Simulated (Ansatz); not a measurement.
## Brucite Ca(OH)2 (model structure)

Method: PBE0-D3(BJ) (Ansatz, an electronic-structure program, PAW).

Cell: relaxed with PBE-D3(BJ): a = 3.587 Å, b = 3.587 Å, c = 4.774 Å, α = 90.00°, β = 90.00°, γ = 120.00°.

```yaml
interlayer_binding_energy: 32.0 meV/Å²
```

A model structure was made by putting elements into a prototype or built by hand; here it ended with the formula and space group of a phase in our tables.
